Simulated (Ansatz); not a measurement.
Take Ga₂Se₃ (space group Cc, No. 9; a = 6.6495 Å, b = 11.6492 Å, c = 6.6374 Å, α = γ = 90.00°, β = 108.84°) as the base.

The values are results of PBEsol, PAW, 420 eV (Ansatz, an electronic-structure program; no spin-orbit coupling), not measurements.

Before the change:

```
Property                             Value
-----------------------------  -----------
Shortest interatomic distance      2.343 Å
Smallest direct gap                1.08 eV
Band gap                           1.08 eV
Gap character                  direct at Γ
```

Perturbation: every Ga is replaced by B; the structure is relaxed again.

Q: What does the calculation give for the shortest interatomic distance, smallest direct gap, band gap and gap character after the change?

A: The shortest interatomic distance falls by 0.343 Å to 2.000 Å; the smallest direct gap increases by 0.29 eV, from 1.08 eV to 1.37 eV; the band gap increases by 0.01 eV to 1.09 eV; the gap character changes from direct at Γ to indirect, Γ → Y.

Whether these cells are dynamically stable was not tested. As relaxed here, B2Se3 is a hypothetical phase, not in the database extracts checked.
